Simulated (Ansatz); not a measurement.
The starting structures come from a database of crystals and need not be the phases stable at ambient conditions.

 Where the default PAW files enter, the runs use the earlier of Ansatz's two default sets.

By PBEsol, the system below comes out a metal.

Without scattering a metal conducts by its projected Fermi surface.

```
CELL_PARAMETERS angstrom
      3.54926     0.00000     0.00000
      0.00000     6.29615     0.00000
      0.00000     0.00000     5.61006
ATOMIC_POSITIONS crystal
  Ge 0.25000 0.42219 0.81460
  Ge 0.75000 0.57781 0.18540
  Ge 0.75000 0.92219 0.68540
  Ge 0.25000 0.07781 0.31460
  Pd 0.25000 0.80901 0.99622
  Pd 0.75000 0.19099 0.00378
  Pd 0.75000 0.30901 0.50378
  Pd 0.25000 0.69099 0.49622
```

Space group of this cell: Pnma. The cell is strained (lengths along the current scaled by 0.97, ions clamped); by PBEsol its mean pressure is 2.0 GPa.

The current flows along the normal of the first two printed cell vectors. No spin-orbit coupling; the value is a mean over 0.1 eV about the Fermi level.

### Question
Predict the ballistic conductance per area from PBEsol (Ansatz, an electronic-structure program).

### Answer
0.51 × 10¹⁵ S/m² for both spins.
